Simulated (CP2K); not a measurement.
A working CP2K input for AsRhO₄ (Cmmm, 6 atoms in the cell) (DFT PBEsol, GPW, DZVP-MOLOPT-SR-GTH basis, GTH-PBE potentials (GTH_POTENTIALS)):

```
&GLOBAL
  PROJECT run
  RUN_TYPE ENERGY_FORCE
  PRINT_LEVEL MEDIUM
&END GLOBAL
&FORCE_EVAL
  METHOD Quickstep
  STRESS_TENSOR ANALYTICAL
  &DFT
    BASIS_SET_FILE_NAME BASIS_MOLOPT
    POTENTIAL_FILE_NAME GTH_POTENTIALS
    &QS
      METHOD GPW
      EPS_DEFAULT 1E-10
    &END QS
    &MGRID
      CUTOFF 500
      REL_CUTOFF 50
      NGRIDS 5
    &END MGRID
    &SCF
      SCF_GUESS ATOMIC
      EPS_SCF 1E-6
      MAX_SCF 100
      ADDED_MOS 8
      &DIAGONALIZATION
        ALGORITHM STANDARD
      &END DIAGONALIZATION
      &MIXING
        METHOD BROYDEN_MIXING
        ALPHA 0.2
        NBUFFER 8
        BETA 1.5
      &END MIXING
      &SMEAR ON
        METHOD GAUSSIAN
        SIGMA [eV] 0.1
      &END SMEAR
    &END SCF
    &KPOINTS
      SCHEME MONKHORST-PACK 5 5 8
      GAMMA_CENTERED T
    &END KPOINTS
    &XC
      &XC_FUNCTIONAL
        &PBE
          PARAMETRIZATION PBESOL
        &END PBE
      &END XC_FUNCTIONAL
    &END XC
    &PRINT
      &MO
        EIGENVALUES T
        OCCUPATION_NUMBERS T
        NDIGITS 8
        FILENAME mo
        &EACH
          QS_SCF 0
        &END EACH
        ADD_LAST NUMERIC
      &END MO
      &MULLIKEN ON
      &END MULLIKEN
    &END PRINT
  &END DFT
  &SUBSYS
    &CELL
      A 4.53446300 0.00000000 0.00000000
      B -0.11258400 4.53306500 0.00000000
      C 0.00000000 0.00000000 3.05491000
      PERIODIC XYZ
    &END CELL
    &COORD
      SCALED
      As       0.00000000     0.00000000     0.00000000
      Rh       0.50000000     0.50000000     0.50000000
      O        0.18480000     0.81520000     0.50000000
      O        0.81520000     0.18480000     0.50000000
      O        0.29167000     0.29167000     0.00000000
      O        0.70833000     0.70833000     0.00000000
    &END COORD
    &KIND As
      BASIS_SET DZVP-MOLOPT-SR-GTH
      POTENTIAL GTH-PBE-q5
    &END KIND
    &KIND Rh
      BASIS_SET DZVP-MOLOPT-SR-GTH
      POTENTIAL GTH-PBE-q17
    &END KIND
    &KIND O
      BASIS_SET DZVP-MOLOPT-SR-GTH
      POTENTIAL GTH-PBE-q6
    &END KIND
  &END SUBSYS
  &PRINT
    &FORCES ON
    &END FORCES
    &STRESS_TENSOR ON
    &END STRESS_TENSOR
  &END PRINT
&END FORCE_EVAL
```

The run converged in 22 iterations: free energy E − TS -4908.5805 eV; Fermi level (on the code's own zero) 8.55 eV; pressure -3.93 GPa; largest force (vector length) 1.111 eV/Å. Each of these slips is then made, one at a time:

(1)
```diff
-      EPS_SCF 1E-6
+      EPS_SCF 0.1
```

(2)
```diff
-      CUTOFF 500
+      CUTOFF [eV] 500
```

Q: What happens in each case?

A: 
(1) A convergence threshold that is too loose. The run converged in 4 iterations without an error; against the sound input the free energy rises by 52.7 meV/atom, the pressure goes from -3.93 to -5.84 GPa and the largest force goes from 1.111 to 0.382 eV/Å.

(2) An energy in the wrong unit. The run converged in 24 iterations without an error; against the sound input the free energy goes up by 11.7 eV/atom, the pressure goes from -3.93 to -126.8 GPa and the largest force goes from 1.111 to 2397 eV/Å.

The starting cell comes from a database of computed structures (which also holds hypothetical and non-ambient phases and stackings), without a prior relaxation at this level. Spin polarisation is off. Values carry the incompleteness of an atom-centred basis. The potentials were made for another functional than the one used. In the base run, with a pressure of about -4 GPa the cell is away from its equilibrium volume at this level. In the base run, forces exceed 1 eV/Å.

Left out of this page: 3 runs of the series outside the window shown, repeating another row's setting, or not comparable; 1 run of the series stopped by limits of time or memory.
